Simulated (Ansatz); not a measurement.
**What pressure 30 GPa does to SnO**

The reference is SnO in the litharge type structure (space group P4/nmm, No. 129; a = 3.793 Å, c = 4.764 Å; layered, stacked along the Cartesian z axis).

The change: cell and atoms relaxed at a pressure of 30 GPa.

Method: Ansatz (a program for electronic structure) r2SCAN+rVV10, scalar-relativistic without spin-orbit coupling, earlier PAW set. Settings: 9×9×7 k-points, 0.05 eV Fermi–Dirac smearing.

The volume per atom drops by 4.388 Å³, from 17.13 Å³ to 12.75 Å³ and the density grows by 2.25 g/cm³ to 8.78 g/cm³. The lattice parameter a falls by 0.247 Å, from 3.793 Å to 3.546 Å and the c/a ratio shrinks by 0.113, from 1.256 to 1.143. The shortest interatomic distance shrinks by 0.096 Å (2.216 Å → 2.120 Å) and the enthalpy H = E + PV relative to the base's energy is +2.66 eV/atom. The band gap stays zero.

The mesh was chosen for an insulator and is coarse for the gapless case. Load acts through the strain it causes; cell and atoms are relaxed under it. No phonon test of stability was made. Competing high-pressure phases were not computed. The final runs are not spin-polarised. A zero or small gap of SnO can be the functional's error rather than a property of the material.
